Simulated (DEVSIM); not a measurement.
System: illuminated Si n-on-p cell, one wavelength, at 400 K.

Layer 1 from the left is Si, thickness (μm) 0.0500, Nd (cm⁻³) 7.2e17, τn (s) 0.0001, τp (s) 0.00058, absorption coefficient (cm⁻¹) 500. Layer 2 from the left is Si, thickness (μm) 20.0, Na (cm⁻³) 4.1e15, τn (s) 0.00092, τp (s) 0.00092, absorption coefficient (cm⁻¹) 500.

Left contact: ohmic, minority hole recombination velocity 6e6 cm/s. Right contact: ohmic, minority electron recombination velocity 100 cm/s. Voltage is applied to the left contact. Recombination: SRH at mid-gap, radiative, Auger. Light enters at the left, 1.2e18 photons cm⁻² s⁻¹, one pass, no reflection. Mobility is μmin + (μ − μmin)/(1 + (N/Nref)^α).

This is a model device: material constants are rounded textbook-type values typed into the input, and sizes, dopings and lifetimes were drawn at random. Values at 300 K; Nc and Nv go as T^1.5, mobilities as T to minus their exponent, the gap by Varshni's rule with the affinity fixed.

Si: gap (eV) 1.124, affinity (eV) 4.05, permittivity 11.7, Nc (cm⁻³) 2.86e19, Nv (cm⁻³) 3.1e19, μn (cm²/Vs) 1417, μp (cm²/Vs) 470, μn,min 52, μp,min 45, Nref,n 9.7e16, Nref,p 2.2e17, αn 0.68, αp 0.72, T exponent of μn 2.3, T exponent of μp 2.2, B (cm³/s) 4.7e-15, Cn (cm⁶/s) 2.8e-31, Cp (cm⁶/s) 9.9e-32, Varshni α (eV/K) 0.000473, Varshni β (K) 636.

DEVSIM, 1D drift-diffusion, Boltzmann statistics, complete ionisation; no tunnelling, impact ionisation, image-force lowering or self-heating.

Dark forward current:

| |V| (V) | |J| (A/cm²) |
|---|---|
| 0.05 | 1.696e-5 |
| 0.10 | 8.918e-5 |
| 0.15 | 0.0003967 |
| 0.20 | 0.001705 |
| 0.25 | 0.007264 |
| 0.30 | 0.03069 |
| 0.35 | 0.1266 |
| 0.40 | 0.4858 |
| 0.45 | 1.636 |
| 0.50 | 4.821 |
| 0.55 | 12.94 |
| 0.60 | 32.79 |
| 0.65 | 80.03 |
| 0.70 | 187.7 |
| 0.75 | 413.9 |
| 0.80 | 837.9 |
| 0.85 | 1543 |
| 0.90 | 2599 |

### Question
Work out the local ideality factor n = ΔV / (kT/q · ln(J2/J1)) between the rows 0.15 and 0.20 V, 0.85 and 0.90 V.

### Answer
kT/q = 34.47 mV. From 0.15 to 0.20 V: ln(0.001705/0.0003967) = 1.458, n = 0.99, near the 1 of diffusion or emission over a barrier. From 0.85 to 0.90 V: ln(2599/1543) = 0.521, n = 2.78.

### Question
What current could the absorbed light give at most, and what share is collected?

### Answer
Σ αd = 1.00, so qΦ(1 − exp(−Σ αd)) = 122 mA/cm². The simulated short-circuit current is 121.1 mA/cm², a share of 0.99.

### Question
Estimate the open-circuit voltage by superposition: the voltage at which the dark current equals that short-circuit current.

### Answer
Interpolating ln J in the table gives 0.348 V. The simulation gives 0.348 V, the same within the digits that matter. Superposition holds where collection doesn't change with voltage.

### Question
Estimate the fill factor from FF0 = (v − ln(v + 0.72))/(v + 1), v = qVoc/(nkT), with n from the dark curve.

### Answer
The rows about Voc, 0.30 and 0.35 V, give n = 1.02, so v = 9.86 and FF0 = 0.691. The simulation gives 0.693, the same within the digits that matter.
